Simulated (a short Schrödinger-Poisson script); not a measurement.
Stack: MOS inversion layer, SiO2 on p-type Si(100), at 300 K.

```tsv
layer	material	thickness (nm)	Na (cm⁻³)
1	SiO2	3.7	-
2	Si	1400	1e17
```

The device is made up for the run: typed textbook-type constants, with dimensions and the other settings drawn at random. SiO2: permittivity 3.9, conduction-band edge (eV) 3.15, gap (eV) 9, electron mass (mₑ) 0.5. Si: permittivity 11.7, conduction-band edge (eV) 0, gap (eV) 1.124, Nv at 300 K (cm⁻³) 3.1e19.

Channel valleys (confinement mass, in-plane density-of-states mass, number): Δ2 0.916, 0.19, 2; Δ4 0.19, 0.417, 4. At the gate the conduction-band edge of layer 1 lies 3.71 eV − eVg above the Fermi level of the channel; the field vanishes at the back. Gaps are held at their typed values at every temperature. Mesh 0.03 nm at interfaces.

From a short Schrödinger-Poisson script (our own, NumPy): 1D Poisson equation in equilibrium, electrons quantum, Hartree (BenDaniel-Duke, 12 states a valley, the channel's in-plane mass for all, wave functions free to enter the dielectric), parabolic valleys, classical holes, full ionisation, no traps, pinning or gate leakage.

The same stack at other levels of the model or other numerical settings:

| run | sheet density of all electrons at Vg = 3 V (cm⁻²) | sheet density of all electrons at Vg = 1.2 V (cm⁻²) | capacitance at Vg = 3 V (μF/cm²) | centroid of the channel electrons at Vg = 3 V (nm) | rough cost against the base |
|---|---|---|---|---|---|
| base | 1.16e13 | 2.24e12 | 0.854 | 1.52 | about 1 |
| electrons treated as classical, Boltzmann | 1.26e13 | 2.59e12 | 0.912 | 0.53 | 0.02 |
| electrons treated as classical, Fermi-Dirac | 1.24e13 | 2.56e12 | 0.886 | 0.74 | 0.2 |
| mesh six times as coarse | 1.16e13 | 2.23e12 | 0.853 | 1.53 | 0.2 |
| one subband a valley | 1.16e13 | 2.22e12 | 0.854 | 1.45 | 0.4 |

The classical rows ignore confinement, and Boltzmann statistics overrate the density once the band edge passes the Fermi level.
